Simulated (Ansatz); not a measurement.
Response to strain in TiAl

Take TiAl (space group P4/mmm, No. 123; a = 2.813 Å, c = 4.062 Å; relaxed with 0.1 eV smearing) as the base.

Strains are applied to the cell and any free atomic positions relax.

All numbers come from r2SCAN, PAW, 500 eV (Ansatz, a first-principles code; no SOC).

Notes on the quantities. pressure: mean of the normal stresses, compression positive; energy relative to the base: free energy F.

| variant | pressure | energy relative to the base | shortest interatomic distance |
|---|---|---|---|
| base | 0.0 GPa | 0 meV/atom | 2.813 Å |
| isotropic strain −3.00 % | 13.1 GPa | +53 meV/atom | 2.728 Å |
| isotropic strain −2.50 % | … | … | 2.742 Å |
| isotropic strain −2.00 % | 8.2 GPa | +23 meV/atom | 2.756 Å |
| isotropic strain −1.50 % | 6.0 GPa | +13 meV/atom | 2.771 Å |
| isotropic strain −1.00 % | 3.9 GPa | +5.6 meV/atom | 2.785 Å |
| isotropic strain −0.50 % | 1.9 GPa | +1.4 meV/atom | 2.799 Å |

Problem. What belongs in the blanks?

Solution. 
- isotropic strain −2.50 %, pressure: 10.6 GPa
- isotropic strain −2.50 %, energy relative to the base: +37 meV/atom

No phonon test of stability was made. The final runs are not spin-polarised.
